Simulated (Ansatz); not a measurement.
Short convergence ladders for a (111) slab of CaIr2 (cut from a parent of space group no. 227; 12 atoms in the cell)

```
CaIr2
1.0
    5.35989     0.00000     0.00000
    2.67995     4.64180     0.00000
    0.00000     0.00000    21.11149
Ca Ir
4 8
Direct
  0.14306   0.14306   0.33157
  0.47640   0.47640   0.38340
  0.47640   0.47640   0.53887
  0.80973   0.80973   0.59069
  0.80973   0.80973   0.35748
  0.97640   0.97640   0.46113
  0.97640   0.47640   0.46113
  0.47640   0.97640   0.46113
  0.14306   0.14306   0.56478
  0.30973   0.30973   0.66843
  0.30973   0.80973   0.66843
  0.80973   0.30973   0.66843
```

Base method: PBEsol, default PAW files made with PBE (plane waves; Ansatz, an electronic-structure program).

Base settings: basis.ecutwfc = 420 eV; kpoints.mp_grid.grid = 5 5 1; hamiltonian.xc = pbesol; hamiltonian.pseudopotentials = {kind: paw} (the program's default PAW files); scf.occupations.method = fermi_dirac; scf.occupations.width = 0.1 eV.

The count of work is k-points × plane waves × bands × iterations; it is no time. Core times come from one kind of shared machine, to one figure; runs under 30 s give none.

**The vacuum**

The mesh stays at the base's, so the ladder's end is converged at best in this setting alone.

Only quantities that move along the ladder and can be compared are tabulated.

| vacuum between outermost atoms (Å) | free energy less the last step's (meV/atom) | largest difference of a force vector from the last step's (eV/Å) | count of work / last |
|---|---|---|---|
| 3.0 | -192.83 | 0.969 | 0.22 |
| 4.0 | -69.85 | 0.663 | 0.27 |
| 5.0 | -23.98 | 0.243 | 0.33 |
| 6.0 | -11.27 | 0.095 | 0.42 |
| 7.0 | -7.38 | 0.056 | 0.42 |
| 8.0 | -5.53 | 0.040 | 0.41 |
| 10.0 | -3.55 | 0.024 | 0.50 |
| 12.0 | -2.46 | 0.016 | 0.57 |
| 14.0 | -1.77 | 0.011 | 0.62 |
| 17.0 | -1.12 | 0.007 | 0.65 |
| 20.0 | -0.71 | 0.004 | 0.73 |
| 25.0 | -0.27 | 0.002 | 0.87 |
| 30.0 | 0.00 | 0.000 | 1.0 |

State of the free energy at the end of the ladder: still drifting one way, by 0.71 meV/atom over the last two steps, so the last step is no safe reference.

**The k-point mesh**

Only quantities that move along the ladder and can be compared are tabulated.

```csv
kpoints.mp_grid.grid,free energy less the last step's (meV/atom),largest difference of a force vector from the last step's (eV/Å),count of work / last,core time / last (rough)
2 2 1,-99.40,0.532,0.054,–
3 3 1,14.42,0.086,0.089,–
4 4 1,12.73,0.080,0.11,–
5 5 1,-4.96,0.051,0.15,–
6 6 1,-1.82,0.021,0.19,–
7 7 1,1.42,0.016,0.22,0.3
8 8 1,0.52,0.011,0.27,0.3
10 10 1,-0.19,0.005,0.38,0.4
11 11 1,0.23,0.003,0.43,0.7
13 13 1,-0.12,0.001,0.57,0.6
16 16 1,0.00,0.002,0.81,0.9
18 18 1,0.00,0.000,1.0,1
```

Coarsest kpoints.mp_grid.grid that holds the free energy within 1 meV/atom of the last step, with all finer ones: 8 8 1, at 0.27 of the last step's count of work and about 0.3 of the last step's time; the step before is off by 1.4 meV/atom.

Coarsest kpoints.mp_grid.grid that holds the forces within 0.01 eV/Å of the last step, with all finer ones: 10 10 1, at 0.38 of the last step's count of work and about 0.4 of the last step's time; the step before is off by 0.011 eV/Å.

**The depth of the slab**

On a (111) slab of CaIr2 (cut from a parent of space group no. 227; 6 atoms in the cell), and deeper slabs.

Surface energy = (E_slab − N e_bulk)/2A, with e_bulk from the bulk crystal on its finest mesh (120 k-points); errors per atom of slab and bulk, whose meshes differ, grow with N. The bulk cell stands at -6.2 GPa at this level, so the slab is strained in the plane.

The mesh stays at the base's, so the ladder's end is converged at best in this setting alone.

Only quantities that move along the ladder and can be compared are tabulated.

```tsv
atoms	unrelaxed surface energy (J/m²)	count of work / last	core time / last (rough)
6	2.345	0.061	–
12	2.247	0.17	–
18	2.270	0.30	0.2
24	2.266	0.47	0.3
30	2.269	0.74	0.5
36	2.270	1.0	1
```

Smallest size that holds the unrelaxed surface energy within 0.01 J/m² of the last step, with all finer ones: 18, at 0.30 of the last step's count of work and about 0.2 of the last step's time; the step before is off by 0.022 J/m².

On the base run: the starting cell comes from a database of computed structures (which also holds hypothetical and non-ambient phases and stackings), without a prior relaxation at this level. The slab is cut from that crystal, and its faces are unrelaxed. Its lattice was rescaled by up to half a per cent. Spin polarisation is off. The two faces of this cut differ, and no dipole correction was used.

Left out of this page: 1 run of the series outside the window shown, repeating another row's setting, or not comparable.

Keys are those of Ansatz 0.2.
